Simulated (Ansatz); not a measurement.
Start from BP (space group P6_422, No. 181; a = 3.279 Å, c = 6.995 Å; a hypothetical phase, not in the database extracts checked). Axes: x lies along a and z along c of the hexagonal cell.

(Cell as relaxed with PBE.)

Levels (all Ansatz, a first-principles code, PAW): PBE (420 eV, spin-orbit coupling left out); PBEsol (420 eV, scalar-relativistic without spin-orbit coupling).

Each level relaxes its own structure.

```tsv
base	PBE	PBEsol
volume per atom	10.86 Å³	10.64 Å³
lattice parameter a	3.279 Å	3.260 Å
band gap	zero	zero
```

It is then changed as follows: compressive biaxial strain of 2.07 % in the plane normal to [001], as in epitaxy on a mismatched substrate; the out-of-plane cell vector and the atoms relax.

| quantity | PBE | PBEsol |
|---|---|---|
| pressure (mean of the normal stresses, compression positive) | 6.4 GPa | 6.6 GPa |
| volume per atom | 10.49 Å³ | 10.30 Å³ |
| band gap | zero | zero |

PBE's pressure lies 0.2 GPa below PBEsol's; PBE's volume per atom lies 0.197 Å³ above PBEsol's (1.9 %); the two agree on the band gap. Neither level is exact; PBEsol is the comparison here, not a measurement.

The mesh was chosen for an insulator and is coarse for the gapless case. No phonon test of stability was made. The base started in P3_121 and relaxed to P6_422 at this level. All final runs are without spin polarisation. Gaps under 0.05 eV, about the width of the smearing, are given as zero. A zero or small gap of BP can be the functional's error rather than a property of the material.
